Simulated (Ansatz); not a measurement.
We consider MgO (R-3m, No. 166, 16 atoms in the cell; start mp-1180973; a measured phase of this formula has another space group), described by PBEsol (Ansatz, an electronic-structure program, plane waves, PAW).

Settings: plane-wave cutoff 520 eV, 14×14×14 k mesh, Fermi–Dirac smearing 0.01 eV, scalar-relativistic PAW data made under PBE.

Cell (relaxed at this level):

```yaml
crystal:
  lattice:
    - [1.48400, 0.85679, 19.79345]
    - [-1.48400, 0.85679, 19.79345]
    - [0.00000, -1.71358, 19.79345]
  atoms:
    - { symbol: Mg, position: [0.37563, 0.37563, 0.37563] }
    - { symbol: Mg, position: [0.62437, 0.62437, 0.62437] }
    - { symbol: Mg, position: [0.79230, 0.79230, 0.79230] }
    - { symbol: Mg, position: [0.20770, 0.20770, 0.20770] }
    - { symbol: Mg, position: [0.91540, 0.91540, 0.91540] }
    - { symbol: Mg, position: [0.08460, 0.08460, 0.08460] }
    - { symbol: Mg, position: [0.50000, 0.50000, 0.50000] }
    - { symbol: Mg, position: [0.00000, 0.00000, 0.00000] }
    - { symbol: O, position: [0.14615, 0.14615, 0.14615] }
    - { symbol: O, position: [0.85385, 0.85385, 0.85385] }
    - { symbol: O, position: [0.43845, 0.43845, 0.43845] }
    - { symbol: O, position: [0.56155, 0.56155, 0.56155] }
    - { symbol: O, position: [0.31287, 0.31287, 0.31287] }
    - { symbol: O, position: [0.68713, 0.68713, 0.68713] }
    - { symbol: O, position: [0.26919, 0.26919, 0.26919] }
    - { symbol: O, position: [0.73081, 0.73081, 0.73081] }
```

Problem. Estimate the band gap and smallest direct gap on the k points sampled that the calculation returns.

Solution. 
band gap: 4.01 eV
smallest direct gap on the k points sampled: 4.02 eV

A start named mp-… is a Materials Project structure, which need not be a measured phase.
